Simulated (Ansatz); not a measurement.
Ansatz (an electronic-structure program) run on Si2Au (I4/mcm, 6 atoms in the cell): self-consistent single point

Computed with PBE (plane waves, PAW; Ansatz).

Input as run:

Ansatz 0.2 input:
```yaml
crystal:
  lattice:
    - [-3.364365, 3.364365, 2.707088]
    - [3.364365, -3.364365, 2.707088]
    - [3.364365, 3.364365, -2.707088]
  atoms:
    - { symbol: Si, position: [0.158000, 0.658000, 0.816000] }
    - { symbol: Si, position: [0.342000, 0.158000, 0.500000] }
    - { symbol: Si, position: [0.658000, 0.842000, 0.500000] }
    - { symbol: Si, position: [0.842000, 0.342000, 0.184000] }
    - { symbol: Au, position: [0.750000, 0.750000, 0.000000] }
    - { symbol: Au, position: [0.250000, 0.250000, 0.000000] }
basis:
  ecutwfc: 420.0
kpoints:
  mp_grid: { grid: [6, 6, 6] }
hamiltonian:
  xc: pbe
  pseudopotentials: { kind: paw }
scf:
  occupations: { method: cold, width: 0.1 }
output:
  forces: true
  eigenvalues: true
  stress: true
```

Output, abridged:

```
WARN ansatz: RAYON_NUM_THREADS=1 ignored (pool sized by the plan → 1); use --threads N
Pseudopotentials: kind: paw
Pseudopotential: Si, paw, valence charge 4
Pseudopotential: Au, paw, valence charge 19
Crystal: 6 atoms, lattice volume = 122.566 Å³
Basis set: ecut = 420 eV, 2369 PW (Γ), exchange–correlation on 80×80×80 points (8 copies of the dense FFT grid, shifted against one another)
Bands: 33, of which v1, the nominal top of the filled ones, is band 27 counted from 1 (26 counted from 0)
Symmetry: 16 space group operations
Space group: I4/mcm (ITA 140), of the structure as read, at distance tolerance 5.0e-5 Å
k-points: 30 of 216
Initial density: superposition of atomic densities (neutral atoms: chi_scale 0, normalization atom), corrected by the library's trained network
Initial wavefunctions: pseudopotential atomic-orbital guess
Eigensolver: davidson
Functional: x = pbe(κ = 0.804, μ = 0.2195149727645171), c = pbe(β = 0.06672455060314922)
SCF iter   1: F=—  HF=-28838.311592 eV  |F-HF|=—  |Δ(HF+E_count)|=         —  Δρ=2.76e-3  dr2=9.24e-3  ethr=1.77e-3  ⟨swp⟩=6.9  Hψ=4193  notcnv=0  defer=1
all-band conjugate gradients solve this SCF's bands
preconditioner: auto → Resta (q_TF=auto, 2.380 Å⁻¹)
SCF iter   2: F=—  HF=-28838.312865 eV  |F-HF|=—  |Δ(HF+E_count)|=   1.27e-3  S|Δr|=    0.00e0  Δρ=1.22e-3  dr2=1.40e-3  ethr=1.71e-5  ⟨swp⟩=2.5  Hψ=1779  notcnv=0  defer=1
preconditioner: auto → Kerker (q_TF=auto, 2.380 Å⁻¹)
SCF iter   3: F=—  HF=-28838.313241 eV  |F-HF|=—  |Δ(HF+E_count)|=   3.76e-4  S|Δr|=    0.00e0  Δρ=6.50e-4  dr2=4.41e-4  ethr=2.59e-6  ⟨swp⟩=1.1  Hψ=979  notcnv=0  defer=1
SCF iter   4: F=—  HF=-28838.313356 eV  |F-HF|=—  |Δ(HF+E_count)|=   1.15e-4  S|Δr|=    0.00e0  Δρ=6.91e-5  dr2=6.00e-6  ethr=8.17e-7  ⟨swp⟩=2.0  Hψ=1520  notcnv=0  defer=1
SCF iter   5: F=—  HF=-28838.313358 eV  |F-HF|=—  |Δ(HF+E_count)|=   1.61e-6  S|Δr|=    0.00e0  Δρ=2.50e-5  dr2=7.14e-7  ethr=1.11e-8  ⟨swp⟩=2.3  Hψ=1545  notcnv=0  defer=1
SCF iter   6: F=-28838.313358 eV  HF=-28838.313358 eV  |F-HF|=3.13e-8  |Δ(HF+E_count)|=   4.19e-8  S|Δr|=    0.00e0  Δρ=5.14e-6  dr2=5.30e-8  ethr=1.85e-10  ⟨swp⟩=8.8  Hψ=4410  notcnv=0
SCF 1 converged in 6 iterations: F = -28838.313358 eV  dr2 = 5.30e-8
SCF converged after 6 iterations
Stability not checked (fill_not_monotonic)
Free energy (F): -28838.313358 eV
Harris-Foulkes:  -28838.313358 eV  (|F-HF|=3.13e-8)
Internal energy: -28838.310904 eV  (E = F + TS)
E sigma→0 (E₀):  -28838.312540 eV
Entropy (-TS):   -0.002453 eV (-0.409 meV/atom)
Fermi energy:    10.096787 eV
--- Per-component energies (eV) ---
  E_band       = -754.025297
  E_kinetic    = 1347.743282
  E_local      = -6749.456363  (includes V_loc(G=0)·N_el)
  E_nonlocal   = 247.168725
  E_hartree    = 2927.676632
  E_xc         = -670.448318
  E_vxc        = -728.631367  (∫ρ·V_xc dr)
  E_paw        = -21458.085392  (= ΣΔE_a)
  E_vpaw       = -726.227138  (= ΣTr[D̂ρ^β])
  E_aug_tail   = 0.002769  (compensation charges beyond the density's cutoff)
  E_ewald      = -4482.912238
  E_smearing   = -0.002453  (= −TS)
  E_closure    = 0.000000  (closes the sum)
  Σ components = -28838.313358   (vs F -28838.313358, Δ=0.00e0)
--- Forces (eV/Å), atoms counted from 1 ---
  atom   1  Si    -0.25411703    -0.25411703     0.00000000
  atom   2  Si    -0.25411703     0.25411703     0.00000000
  atom   3  Si     0.25411703    -0.25411703     0.00000000
  atom   4  Si     0.25411703     0.25411703     0.00000000
  atom   5  Au    -0.00000000    -0.00000000     0.00000000
  atom   6  Au     0.00000000    -0.00000000     0.00000000
  max |Σ_I F_I| component: 8.33e-17 eV/Å
--- Stress (GPa, compression-positive) ---
      -10.232145      -0.000000       0.000000
       -0.000000     -10.232145       0.000000
        0.000000       0.000000      -3.644773
  P = ⅓ Tr σ = -8.0364 GPa (-80.364 kbar)
  The stress holds the Pulay correction. Without it, at fixed plane waves, as pw.x and ABINIT print it: P = -8.0655 GPa
--- Band table (eV; the first three rows and the last of 30) ---
  k-point 0: bands = ["-96.1191", "-96.1085", "-47.6927", "-47.5330", "-47.5330", "-47.5112", "-47.5112", "-47.4541", "-0.9561", "2.6253", "2.8857", "2.8857", "3.1278", "4.8371", "5.2048", "5.6513", "5.7047", "5.7047", "6.1054", "6.2995", "6.5544", [...]
  k-point 1: bands = ["-96.1191", "-96.1085", "-47.6927", "-47.5330", "-47.5330", "-47.5112", "-47.5112", "-47.4541", "-0.7722", "2.4590", "2.7596", "3.0073", "3.1250", "4.5994", "5.0578", "5.2598", "5.4611", "5.8824", "5.9040", "6.3031", "6.5461", [...]
  k-point 2: bands = ["-96.1191", "-96.1085", "-47.6927", "-47.5331", "-47.5330", "-47.5112", "-47.5112", "-47.4541", "-0.2350", "1.6661", "2.6184", "3.1733", "3.3457", "4.2240", "4.7445", "5.0168", "5.3933", "5.7192", "5.8059", "6.1787", "6.5289", [...]
  k-point 29: bands = ["-96.1191", "-96.1085", "-47.6927", "-47.5331", "-47.5331", "-47.5112", "-47.5112", "-47.4541", "1.8888", "2.0202", "2.0202", "2.1489", "3.2605", "3.7879", "3.7879", "4.1743", "4.4249", "4.9873", "5.0754", "5.6087", "6.1361", [...]
```

The run converged in 6 iterations.

The starting cell was generated: these elements placed on a structure prototype, without a prior relaxation; it need not be a known phase or ordering of this composition. Its lattice was rescaled by a random factor within 2.5 % of one. Spin-orbit coupling is off. With a pressure of about -8 GPa the cell is away from its equilibrium volume at this level. Ansatz's pressure includes its estimate of the finite-basis (Pulay) stress.
